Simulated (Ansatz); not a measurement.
Here is the system:

```xyz
4
Lattice="3.2141 0.0000 0.0000 -1.6071 2.7835 0.0000 0.0000 0.0000 5.2914" Properties=species:S:1:pos:R:3 pbc="T T T"
Zn     0.0000     1.8557     0.0026
Zn     1.6071     0.9278     2.6482
O      0.0000     1.8557     1.9817
O      1.6071     0.9278     4.6274
```

All values below come from r2SCAN with spin-orbit coupling, rigid bands (plane waves, PAW; Ansatz, a first-principles code). Condition of this run: uniaxial stress along c of -2.2 GPa (compression positive) (the target of the relaxation). Geometry: cell and atoms relaxed with PBEsol, then loaded as said.

Predict the hole conductivity mass (n e² τ/σ) at 300 K, by direction if it differs.

1.86 (x), 1.86 (y), 2.7 (z) mₑ.

What conductivity effective mass do dilute electrons have at 300 K?

0.21 (x), 0.21 (y), 0.196 (z) mₑ.

And the band gap?

1.19 eV at this level; semilocal functionals usually fall short of the measured gap.

Rigid bands, one relaxation time for all states, no polarons. Geometry: cell and atoms relaxed with PBEsol.
